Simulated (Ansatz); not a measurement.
Density of states of AlN (P6_3mc) below the valence band maximum, Ansatz (a program for electronic structure) with r2SCAN with spin-orbit coupling, rigid bands; cell volume 41.6 Å³.

| energy from edge (eV) | 10⁻³ states/eV/cell |
|---|---|
| 0.006 | 45.5 |
| 0.031 | 116 |
| 0.056 | 166 |
| 0.081 | 210 |
| 0.106 | 250 |
| 0.131 | 289 |
| 0.156 | 331 |
| 0.181 | 370 |
| 0.206 | 414 |
| 0.231 | 827 |
| 0.256 | 1050 |
| 0.281 | 1170 |
| 0.319 | 1310 |
| 0.344 | 1400 |
| 0.369 | 1490 |
| 0.394 | 1580 |
| 0.419 | 1670 |
| 0.444 | 1760 |
| 0.469 | 1850 |
| 0.494 | 1950 |
| 0.519 | 2050 |
| 0.544 | 2160 |
| 0.569 | 2280 |
| 0.594 | 2410 |

Task: What effective density of states at 300 K does this give (∫ g(E) exp(−E/k_BT) dE, both spins, divided by the cell's size)?

Result: 5.9e19 cm⁻³, a density-of-states mass of 1.77 mₑ, valleys and band degeneracy included.

Geometry: cell and atoms relaxed with r2SCAN.
